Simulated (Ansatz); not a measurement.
System: 1T (CdI2-type) PtTe₂. Method: PBE-D4 in Ansatz (plane waves, PAW).

Run with plane-wave cutoff 520 eV, 18×18×12 k mesh (along the axes of the cell as run), Fermi–Dirac smearing 0.05 eV, scalar-relativistic PAW data made under PBE.

Computed at the level's own relaxed cell.

Question: Predict the pressure derivative B′ of the bulk modulus, bulk modulus B0, volume per atom and lattice parameter a.

Answer: 
* **pressure derivative B′ of the bulk modulus**: 8.3
* **bulk modulus B0**: 67.5 GPa
* **volume per atom**: 24.16 Å³/atom
* **lattice parameter a**: 4.054 Å

The run finds no gap.

Measured, for comparison: lattice constant a 4.026 Å (temperature not stated, no zero-point or thermal correction; as tabulated in Pelayo et al. (2023), arXiv:2312.15371). Computed (rounded) less measured: lattice constant a +0.7 %.

Note: the bulk modulus comes from volumes at which shape and atoms were relaxed.

Spin–orbit coupling is not included.

Cost on a shared machine: roughly 40 core-minutes.

Ansatz is a program for electronic structure.
